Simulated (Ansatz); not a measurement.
We consider antifluorite Be₂C, described by G0W0@PBE0 (Ansatz, a quantum-chemistry and plane-wave program, hard PAW, contour deformation, complete-basis limit).

Numerical settings: largest k mesh 12×12×12 (not extrapolated in the mesh).

Cell (measured lattice):

Space group Fm-3m (No. 225); a = b = c = 4.340 Å, α = β = γ = 90.00°

```tsv
atom	site	symmetry	x	y	z
Be	8c	-43m	0.2500	0.2500	0.2500
C	4a	m-3m	0.0000	0.0000	0.0000
```
(The calculation used a cell of 3 atoms; values per cell refer to that cell.)

**Question.** Predict the band gap.

**Answer.** 
- band gap: 2.55 eV (indirect)

Note: GW on a hybrid start was not checked against another program; cell and atoms aren't relaxed at this level; the gap holds a correction of +0.30 eV to the complete basis.

Computing time: about 5 core-hours (a rough figure).
